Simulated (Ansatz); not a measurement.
Given:

```
HfO2
1.0
    3.55802     0.00000     0.00000
    0.00000     3.55802     0.00000
    0.00000     0.00000     5.17186
Hf O
2 4
Direct
  0.50000   0.50000   0.50000
  0.00000   0.00000   0.00000
  0.00000   0.50000   0.69721
  0.00000   0.50000   0.19721
  0.50000   0.00000   0.80279
  0.50000   0.00000   0.30279
```

Space group of this cell: P4_2/nmc. The cell is taken as given; by r2SCAN its mean pressure is 4.1 GPa.

Method: r2SCAN (plane waves, PAW; Ansatz, a first-principles code).

The current runs along the normal of the first two printed vectors; no spin-orbit coupling. Scaled by the factor s: both lengths across the current (ions clamped). The meshes follow the cell: 10×10×6 and 10×10 across at s = 0.98, 8×8×6 and 8×8 across at s = 1.00, 8×8×6 and 8×8 across at s = 1.02.

```csv
s,mean pressure (GPa),band gap (eV)
0.98,16.8,5.41
1.00,4.1,5.31
1.02,-6.4,?
```

**Question.** Take the slope of the band gap against ln s from the two given rows, extrapolate to s = 1.02, and say what the run there gives.

**Answer.** Slope = (5.41 − 5.31) / ln 0.98 = -4.95 eV. The line gives 5.31 + (-4.95) × ln 1.02 = 5.21 eV. The run gives 5.01 eV, 0.20 eV under the line, 206 % of the predicted step.
